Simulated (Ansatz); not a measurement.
Ansatz (an electronic-structure program) run on BN (F-43m, 2 atoms in the cell): self-consistent single point.

Level of theory: PBE (plane waves, PAW; Ansatz).

The change in words: lattice scaled by 0.98. Reference geometry:
```xyz
2
Lattice="0.0000 1.8075 1.8075 1.8075 0.0000 1.8075 1.8075 1.8075 0.0000" Properties=species:S:1:pos:R:3 pbc="T T T"
B      0.0000     0.0000     0.0000
N      0.9038     0.9038     0.9038
```

Reference input (self-consistent single point, DFT, PBE, plane waves, default PAW files): kpoints.mp_grid.grid = 11 11 11; hamiltonian.xc = pbe; hamiltonian.pseudopotentials = {kind: paw} (the program's default PAW files); scf.occupations.method = fermi_dirac; scf.occupations.width = 0.01 eV. This run's input differs from it in these lines:

```diff
@@ -2,5 +2,5 @@
   lattice:
-    - [0.000000, 1.807500, 1.807500]
-    - [1.807500, 0.000000, 1.807500]
-    - [1.807500, 1.807500, 0.000000]
+    - [0.000000, 1.771350, 1.771350]
+    - [1.771350, 0.000000, 1.771350]
+    - [1.771350, 1.771350, 0.000000]
   atoms:
```

Log, with long lists cut:

```
SCF iter   1: F=—  HF=-542.207807 eV  |F-HF|=—  |Δ(HF+E_count)|=         —  Δρ=2.22e-3  dr2=1.58e-4  ethr=1.77e-3  ⟨swp⟩=4.9  Hψ=2930  notcnv=0
all-band conjugate gradients solve this SCF's bands
preconditioner: auto → none
SCF iter   2: F=—  HF=-542.208113 eV  |F-HF|=—  |Δ(HF+E_count)|=   3.06e-4  Δρ=9.80e-4  dr2=3.68e-5  ethr=1.97e-6  ⟨swp⟩=2.0  Hψ=1334  notcnv=0
   [... lines left out ...]
SCF iter   4: F=-542.208242 eV  HF=-542.208242 eV  |F-HF|=8.57e-8  |Δ(HF+E_count)|=   1.07e-5  Δρ=3.22e-5  dr2=5.41e-8  ethr=9.22e-8  ⟨swp⟩=2.4  Hψ=666  notcnv=0
iter 5 did not close the SCF: its close was put off for the readings that it lacked (scf_convergence_deferred on its scf_iter line)
SCF iter   5: F=-542.208242 eV  HF=-542.208242 eV  |F-HF|=6.19e-9  |Δ(HF+E_count)|=   9.96e-8  Δρ=7.38e-6  dr2=2.14e-9  ethr=6.76e-10  ⟨swp⟩=2.1  Hψ=669  notcnv=0
SCF iter   6: F=-542.208242 eV  HF=-542.208242 eV  |F-HF|=1.43e-11  |Δ(HF+E_count)|=   6.77e-9  Δρ=5.09e-7  dr2=1.03e-11  ethr=2.67e-11  ⟨swp⟩=1.1  Hψ=1391  notcnv=0
SCF 1 converged in 6 iterations: F = -542.208242 eV  dr2 = 1.03e-11
Free energy (F): -542.208242 eV
Internal energy: -542.208242 eV  (E = F + TS)
E sigma→0 (E₀):  -542.208242 eV
Fermi energy:    14.501243 eV
--- Forces (eV/Å), atoms counted from 1 ---
  atom   1  B      0.00000000    -0.00000000     0.00000000
  atom   2  N     -0.00000000    -0.00000000     0.00000000
--- Stress (GPa, compression-positive) ---
       28.913027      -0.000000      -0.000000
       -0.000000      28.913027       0.000000
        0.000000       0.000000      28.913027
  P = ⅓ Tr σ = 28.9130 GPa (289.130 kbar)
  The stress holds the Pulay correction. Without it, at fixed plane waves, as pw.x and ABINIT print it: P = 27.8341 GPa
```

The run converged in 6 iterations. Against the reference run the free energy rises by 33.3 meV/atom, the pressure goes from 3.03 to 28.91 GPa and the gap on the mesh goes from 4.575 to 4.645 eV.

The starting cell has typed, rounded lattice constants, without a prior relaxation at this level. For this run, on top of that: lattice scaled by 0.98. With a pressure of about 29 GPa the cell is away from its equilibrium volume at this level. Ansatz's pressure includes its estimate of the finite-basis (Pulay) stress. Without the estimate this run gives 27.83 GPa.

Keys are those of Ansatz 0.2.
